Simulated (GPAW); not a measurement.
```yaml
crystal:
  lattice:
    - [4.40723, 0.00000, 0.00000]
    - [0.00000, 5.90435, 0.00000]
    - [0.00000, 0.00000, 3.89734]
  atoms:
    - { symbol: Ca, position: [0.00000, 0.00000, 0.00000] }
    - { symbol: Ca, position: [0.50000, 0.50000, 0.50000] }
    - { symbol: C, position: [0.88666, 0.56447, 0.00000] }
    - { symbol: C, position: [0.11334, 0.43553, 0.00000] }
    - { symbol: C, position: [0.38666, 0.93553, 0.50000] }
    - { symbol: C, position: [0.61334, 0.06447, 0.50000] }
```

Method: PBEsol, GPAW PAW datasets PBEsol (made by gpaw-setup) (plane waves; GPAW 25.7.0).

The set-up and first iterations of a GPAW log for CaC2 (Pnnm, 6 atoms in the cell):

```
Input parameters:
  convergence: {bands: -2,
                density: 1e-05}
  kpts: {gamma: True,
         size: (4, 3, 5)}
  maxiter: 150
  mode: {ecut: 900.0000000000001,
         name: pw}
  nbands: -4
  occupations: {fixmagmom: False,
                name: fermi-dirac,
                width: 0.0}
  symmetry: {symmorphic: False,
             tolerance: 0.0005}
  xc: PBEsol

species:
  Ca:
    name: Calcium
    Z: 20.0
    valence: 10
    core: 10
    charge: 0.0
    file: Ca.PBEsol.gz

    # Using partial waves for Ca as LCAO basis

  C:
    name: Carbon
    Z: 6.0
    valence: 4
    core: 2
    charge: 0.0
    file: C.PBEsol.gz

    # Using partial waves for C as LCAO basis

Reference energy: -41066.953020  # eV

Spin-paired calculation

Convergence criteria:
 Maximum [total energy] change in last 3 cyles: 0.0005 eV / valence electron
 Maximum integral of absolute [dens]ity change: 1e-05 electrons / valence electron
   [... lines left out ...]
  Linear mixing parameter: 0.05
  old densities: 5
  Damping of long wavelength oscillations: 50

Hamiltonian:
  XC and Coulomb potentials evaluated on a 64*84*56 grid
  External potential:
    NoExternalPotential

XC parameters: PBEsol with 2 nearest neighbor stencil

Number of atoms: 6
Number of atomic orbitals: 26
Number of bands in calculation: 22
Number of valence electrons: 36
Bands to converge: 20

Density initialized from atomic densities
  22 bands from LCAO basis set

Atomic positions and initial magnetic moments

Positions:
   0 Ca     0.000000    0.000000    0.000000    ( 0.0000,  0.0000,  0.0000)
   1 Ca     2.203615    2.952175    1.948670    ( 0.0000,  0.0000,  0.0000)
   2 C      3.907715    3.332828    0.000000    ( 0.0000,  0.0000,  0.0000)
   3 C      0.499515    2.571522    0.000000    ( 0.0000,  0.0000,  0.0000)
   4 C      1.704100    5.523697    1.948670    ( 0.0000,  0.0000,  0.0000)
   5 C      2.703130    0.380653    1.948670    ( 0.0000,  0.0000,  0.0000)

Unit cell:
           periodic     x           y           z      points  spacing
  1. axis:    yes    4.407230    0.000000    0.000000    32     0.1377
  2. axis:    yes    0.000000    5.904350    0.000000    42     0.1406
  3. axis:    yes    0.000000    0.000000    3.897340    28     0.1392

  Lengths:   4.407230   5.904350   3.897340
  Angles:   90.000000  90.000000  90.000000

Effective grid spacing dv^(1/3) = 0.1392
     iter     time        total  log10-change:
                         energy   eigst   dens
iter:   1 --:--:--   -46.448339   +0.55
iter:   2 --:--:--   -45.665240   -0.28  -0.93
iter:   3 --:--:--   -42.209400   +0.22  -0.97
iter:   4 --:--:--   -42.253303   -0.45  -1.36
iter:   5 --:--:--   -43.895500   -0.41  -1.42
iter:   6 --:--:--   -42.199857   -0.46  -1.18
iter:   7 --:--:--   -42.218007   -1.47  -2.29
iter:   8 --:--:--   -42.254533   -1.18  -2.32
iter:   9 --:--:--   -42.301695   -1.43  -1.95
iter:  10 --:--:--   -42.306225   -1.92  -1.81
iter:  11 --:--:--   -42.314737c  -2.21  -1.80
iter:  12 --:--:--   -42.217421   -1.65  -1.77
iter:  13 --:--:--   -42.217461   -2.42  -2.55
iter:  14 --:--:--   -42.217793c  -3.01  -3.03
iter:  15 --:--:--   -42.217861c  -3.45  -3.16
iter:  16 --:--:--   -42.218061c  -3.37  -3.24
iter:  17 --:--:--   -42.217879c  -3.91  -3.19
iter:  18 --:--:--   -42.217878c  -4.05  -3.62
```

How does the run end?

The run converged in 75 iterations. Convergence of the loop says nothing yet on basis, mesh or lower states. It ends on: free energy E − TS (from the program's reference atoms) -42.2179 eV; top of the valence band (on the code's own zero) 2.19 eV; gap on the k-point mesh 2.78 eV; largest force (vector length) 0.058 eV/Å. The log goes on:

```
   [... 11 lines left out ...]
iter:  30 --:--:--   -42.217881c  -4.89  -4.66
iter:  31 --:--:--   -42.217881c  -4.73  -4.75
iter:  32 --:--:--   -42.217881c  -4.93  -4.79
iter:  33 --:--:--   -42.217881c  -4.95  -4.93
iter:  34 --:--:--   -42.217881c  -5.06  -5.04c
iter:  35 --:--:--   -42.217881c  -5.11  -5.11c
iter:  36 --:--:--   -42.217881c  -5.24  -5.07c
iter:  37 --:--:--   -42.217881c  -5.29  -5.08c
iter:  38 --:--:--   -42.217881c  -5.19  -5.19c
   [... 32 lines left out ...]
iter:  71 --:--:--   -42.217881c  -7.10  -8.87c
iter:  72 --:--:--   -42.217881c  -7.07  -8.89c
iter:  73 --:--:--   -42.217881c  -7.18  -8.95c
iter:  74 --:--:--   -42.217881c  -7.33  -8.98c
iter:  75 --:--:--   -42.217881c  -7.40c -9.10c
Converged after 75 iterations.

Dipole moment: (-0.000000, -0.000000, -0.000000) |e|*Ang

Energy contributions relative to reference atoms: (reference = -41066.953020)

Kinetic:        +34.188710
Potential:      -32.498075
External:        +0.000000
XC:             -42.813995
Entropy (-ST):   +0.000000
Local:           -1.094521
SIC:             +0.000000
--------------------------
Free energy:    -42.217881
Extrapolated:   -42.217881

Showing only first 2 kpts
 Kpt  Band  Eigenvalues  Occupancy
  0    16      1.59834    2.00000
  0    17      1.84987    2.00000
  0    18      4.97475    0.00000
  0    19      5.60821    0.00000

  1    16      1.50299    2.00000
  1    17      1.74445    2.00000
  1    18      5.37869    0.00000
  1    19      5.87347    0.00000

Fermi level: 3.58231

Gap: 2.785 eV
Transition (v -> c):
  (s=0, k=12, n=17, [0.50, 0.00, 0.00]) -> (s=0, k=0, n=18, [0.00, 0.00, 0.00])
Direct/indirect transitions are different
Direct gap: 3.125 eV
   [... lines left out ...]
Energy (eV): -42.217881

Forces in eV/Ang:
  0 Ca    0.00000    0.00000    0.00000
  1 Ca    0.00000    0.00000    0.00000
  2 C    -0.05790   -0.00060    0.00000
  3 C     0.05790    0.00060    0.00000
  4 C    -0.05790    0.00060    0.00000
  5 C     0.05790   -0.00060    0.00000

Stress tensor:
     0.014569    -0.000000     0.000000
    -0.000000     0.013606     0.000000
     0.000000     0.000000     0.014970
Stress (GPa, Voigt): [ 2.3343  2.1799  2.3984  0.      0.     -0.    ]
```

For comparison: a first run (DFT LDA (Perdew-Wang 92), plane waves, GPAW PAW datasets LDA (gpaw-data 1.0.1)) was changed to give this one (xc: LDA → PBEsol; potentials: GPAW PAW datasets PBEsol (made by gpaw-setup)), and from it to this one the largest force goes from 0.413 to 0.058 eV/Å and the gap on the mesh goes from 2.737 to 2.785 eV.

The starting cell comes from a database of computed structures (which also holds hypothetical and non-ambient phases and stackings), without a prior relaxation at this level.

The run was DFT PBEsol, plane waves, GPAW PAW datasets PBEsol (made by gpaw-setup). Main settings of its input:

- mode: pw
- ecut: 900 eV
- xc: PBEsol
- kpts: 4 3 5
- mesh shift (steps): 0 0 0
- occupations.name: fermi-dirac
- occupations.width: 0 eV
- nbands: -4
- convergence.density: 1e-05 e/electron
- convergence.bands: -2
- symmetry.symmorphic: false
- symmetry.tolerance: 0.0005
